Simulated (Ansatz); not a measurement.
Worked calculations on one periodic cell of amorphous La12Nb8O38: La12Nb8O38, 58 atoms, volume 883.0 Å³, made by a melt-quench on the CHGNet potential and relaxed with DFT. O atoms were pushed apart under 1.9 Å during the dynamics, to hinder bonds among them. It is a model cell: composition and starting density were chosen by hand, and all elements were melted together. Cycles of charging were run to anneal it. All values below come from PBE, scalar-relativistic without spin-orbit coupling (plane waves to 420 eV, PAW; Ansatz, a program for electronic structure). Sampling: a 2×2×2 Γ-centred mesh; Fermi-Dirac width 0.02 eV; no spin polarisation. Its volume was relaxed, its shape was free, and it stands at a mean pressure of 0.0 GPa with stress components up to 0.1 GPa; the relaxation ran on the zone centre alone. Its density went from a set 5.79 to 5.68 g/cm³. The cell is small and was quenched far faster than a real film, so it is one sample of the glass.

Task: Count formal charges (La +3, Nb +5, O -2). What does the count lead one to expect at the Fermi level, and what does the calculation give?

Result: 12 × (+3) + 8 × (+5) + 38 × (-2) = 0. The charges balance, so the anion-derived valence states can be full and a gap can open. On this mesh the highest filled and lowest empty level lie 3.06 eV apart, the PBE gap of this cell.

Four energies for an added electron at PBE on the zone centre alone (charged cells in a uniform background, spin-polarised): neutral at the neutral geometry -133067.165 eV; charged at the neutral geometry -133055.505 eV; charged and relaxed -133055.773 eV; neutral at the charged geometry -133066.729 eV.

Task: Find the two relaxation energies and their sum, the reorganisation energy.

Result: On charging: -133055.505 − (-133055.773) = 0.268 eV. On discharging: -133066.729 − (-133067.165) = 0.436 eV. The sum is 0.704 eV. The carrier's level spreads over 6 of the 58 atoms' worth, so it counts as localised, most on one Nb atom with neighbours O 1.91 Å, O 1.93 Å, O 1.94 Å, O 2.01 Å, O 2.17 Å, O 2.23 Å (neutral geometry). The values are uncorrected: the image energy of a point charge in this cell, 2.84 × 14.40 / (2 × 9.6) = 2.1 eV before screening, is screened by electrons alone at the fixed geometry and by ions too after relaxing, and the carrier can be spread before it relaxes, so each term can be off by up to that value times 1/ε∞, some tenths of an eV. PBE's self-interaction favours spread-out carriers, so a hybrid can localise more.

Four energies for a hole at PBE on the zone centre alone (charged cells in a uniform background, spin-polarised): neutral at the neutral geometry -133067.165 eV; charged at the neutral geometry -133075.507 eV; charged and relaxed -133075.829 eV; neutral at the charged geometry -133065.990 eV.

Task: Find the two relaxation energies and their sum, the reorganisation energy.

Result: On charging: -133075.507 − (-133075.829) = 0.322 eV. On discharging: -133065.990 − (-133067.165) = 1.175 eV. The sum is 1.497 eV. The carrier's level spreads over 3 of the 58 atoms' worth, so it counts as localised, most on one O atom with neighbours Nb 1.88 Å, La 2.60 Å, La 2.69 Å (neutral geometry). The values are uncorrected: the image energy of a point charge in this cell, 2.84 × 14.40 / (2 × 9.6) = 2.1 eV before screening, is screened by electrons alone at the fixed geometry and by ions too after relaxing, and the carrier can be spread before it relaxes, so each term can be off by up to that value times 1/ε∞, some tenths of an eV. PBE's self-interaction favours spread-out carriers, so a hybrid can localise more.
